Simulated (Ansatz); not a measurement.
The reference is MoS$_{2}$ in the 2H-MoS2 type structure (space group P6_3/mmc, No. 194; a = 3.149 Å, c = 12.092 Å; layered, stacked along the Cartesian z axis).

(Cell as relaxed with PBE-D3(BJ).)

Levels (all Ansatz, a quantum-chemistry and plane-wave program, PAW, earlier PAW set): PBE-D3(BJ) (420 eV, no spin-orbit coupling); r2SCAN+rVV10 (500 eV, scalar-relativistic without spin-orbit coupling).

Each level relaxes its own structure.

```json
[
 {"base": "volume per atom", "PBE-D3(BJ)": "17.31 Å³", "r2SCAN+rVV10": "18.08 Å³"},
 {"base": "lattice parameter a", "PBE-D3(BJ)": "3.149 Å", "r2SCAN+rVV10": "3.173 Å"},
 {"base": "band gap", "PBE-D3(BJ)": "0.78 eV", "r2SCAN+rVV10": "1.01 eV"}
]
```

Now apply this change: a hydrostatic pressure of 15 GPa.

```json
[
 {"quantity": "valence-band top at Γ (three highest levels, from the VBM)", "PBE-D3(BJ)": "0.00, -0.61, -2.12 eV", "r2SCAN+rVV10": "___"},
 {"quantity": "c/a ratio", "PBE-D3(BJ)": "3.645", "r2SCAN+rVV10": "___"},
 {"quantity": "lattice parameter a", "PBE-D3(BJ)": "3.042 Å", "r2SCAN+rVV10": "___"},
 {"quantity": "hole mass", "PBE-D3(BJ)": "1.9 mₑ along c, 0.31 mₑ across (at Γ)", "r2SCAN+rVV10": "___"}
]
```

Question: Given the PBE-D3(BJ) results, estimate those of r2SCAN+rVV10.

Answer: 
- valence-band top at Γ (three highest levels, from the VBM), r2SCAN+rVV10: 0.00, -0.84, -1.97 eV
- c/a ratio, r2SCAN+rVV10: 3.666
- lattice parameter a, r2SCAN+rVV10: 3.071 Å
- hole mass, r2SCAN+rVV10: 1.3 mₑ along c, 0.35 mₑ across (at Γ)

PBE-D3(BJ)'s c/a ratio lies 0.021 below r2SCAN+rVV10's; PBE-D3(BJ)'s lattice parameter a lies 0.0295 Å below r2SCAN+rVV10's (1.0 %). Neither level is exact; r2SCAN+rVV10 is the comparison here, not a measurement.

Load acts through the strain it causes; cell and atoms are relaxed under it. Masses are band curvatures over ±0.01 Å⁻¹ around the edge. Stability against distortions was not tested. Competing high-pressure phases were not computed.
